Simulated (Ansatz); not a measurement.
Base system: ZnO in the wurtzite structure (space group P6_3mc, No. 186).

```
ZnO
1.0
    3.23518     0.00000     0.00000
   -1.61759     2.80175     0.00000
    0.00000     0.00000     5.21141
Zn O
2 2
Direct
  0.66667   0.33333   0.00241
  0.33333   0.66667   0.50241
  0.66667   0.33333   0.62279
  0.33333   0.66667   0.12279
```

Computed with r2SCAN in Ansatz (plane waves to 500 eV, PAW, no SOC).

Base values:

The electron mass is 0.19 mₑ (at Γ).

Modification: every lattice vector is stretched by 5.34 %; the atoms relax in the strained cell.

Problem. What does the calculation give for the electron mass and energy relative to the base after the change?

Solution. The electron mass goes from 0.19 mₑ (at Γ) to 0.16 mₑ (at Γ); the energy increases by 119 meV/atom.

The levels and masses belong to the bands next to the band gap. Effective masses come from finite differences of ±0.01 Å⁻¹. No phonon test of stability was made.

Ansatz is a first-principles code.
